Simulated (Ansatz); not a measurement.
**What isotropic strain −2.24 % does to AlAs**

Take AlAs in the wurtzite structure (space group P6_3mc, No. 186; a = 4.003 Å, c = 6.581 Å; a model cell, its experimental status unchecked) as the base.

The change: the cell is scaled by 0.9776 in all directions; the atoms relax in the strained cell.

Computed with PBEsol, PAW, 420 eV (Ansatz, an electronic-structure program; no SOC). k-mesh 10×10×5 (Γ-centred); smearing 0.05 eV (Fermi–Dirac).

The volume per atom decreases by 1.50 Å³ (22.84 Å³ → 21.34 Å³) and the space group remains P6_3mc (No. 186). The shortest interatomic distance falls by 0.055 Å (2.455 Å → 2.400 Å) and the energy goes up by 25 meV/atom. The pressure (mean of the normal stresses, compression positive) goes from zero to 5.66 GPa and the band gap decreases by 0.02 eV to 1.62 eV. The gap character goes from indirect, Γ → L–M (20 % along) to indirect, Γ → M and the smallest direct gap grows by 0.22 eV to 1.94 eV. The width of the top valence band goes up by 0.20 eV (2.53 eV → 2.73 eV) and the valence-band top at Γ (three highest levels, from the VBM) changes from 0.00, 0.00, -0.13 eV to 0.00, 0.00, -0.14 eV.

Stability against distortions was not tested. This is not the structure that AlAs has at room temperature and ambient pressure.
